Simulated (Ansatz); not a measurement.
Consider a (8,0) silicon nanotube.

Method: PBE (plane waves to 420 eV, PAW; Ansatz, a first-principles code). Mesh 1×1×12. No spin polarisation. It repeats along c; a and b span vacuum. A hypothetical model, rolled from the flat sheet. Only distortions within the start's symmetry and period were free. Buckling under compression is shut out by symmetry and the short period.

Q: Predict its relaxed size, energy and electronic structure.

A: 
```
Quantity                                                  Result
------------------------------------------  --------------------
period along the axis (32 atoms)                         6.672 Å
mean diameter                                             9.87 Å
radii of the innermost and outermost atoms       4.66 and 5.22 Å
energy over the flat sheet                          +44 meV/atom
PBE gap                                     none (under 0.01 eV)
work function (PBE)                                      4.80 eV
axial stiffness dF/dε                                     170 nN
```
